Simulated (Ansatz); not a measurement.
The reference is AlP in the zinc blende structure (space group F-43m, No. 216; a = 5.4705 Å).

Structures relaxed with plane-wave PAW DFT at the PBEsol level (Ansatz, an electronic-structure program, 420 eV), no spin-orbit coupling.

Base:

Simulated powder pattern, Mo Kα, λ = 0.71073 Å (kinematic, ideal powder, no thermal factors, no anomalous dispersion; the 8 strongest lines at most, above 2 %, up to 2θ = 40°):

| 2θ (°) | I/Imax (%) | hkl |
|---|---|---|
| 12.92 | 100 | (111) |
| 21.17 | 74 | (220) |
| 24.88 | 46 | (311) |
| 30.12 | 13 | (400) |
| 32.90 | 19 | (331) |
| 37.11 | 26 | (422) |
| 39.45 | 14 | (511) |

After one change:

Simulated powder pattern, Mo Kα, λ = 0.71073 Å (kinematic, ideal powder, no thermal factors, no anomalous dispersion; the 8 strongest lines at most, above 2 %, up to 2θ = 40°):

| 2θ (°) | I/Imax (%) |
|---|---|
| 11.16 | 100 |
| 18.27 | 76 |
| 21.46 | 48 |
| 25.95 | 13 |
| 28.33 | 20 |
| 31.92 | 26 |
| 33.92 | 15 |
| 38.79 | 14 |

### Question
Name the change that was made.
(A) P → C
(B) P → Hg
(C) Al → Na
(D) Al → Bi

### Answer
C, Al → Na. Its volume per atom is 31.71 Å³ against 20.46 Å³, and its space group is F-43m (No. 216).

Stability against distortions was not tested. As relaxed here, NaP, AlC, AlHg and BiP are hypothetical phases, not in the database extracts checked. All final runs are without spin polarisation. An odd electron count without spin: AlC and AlHg.
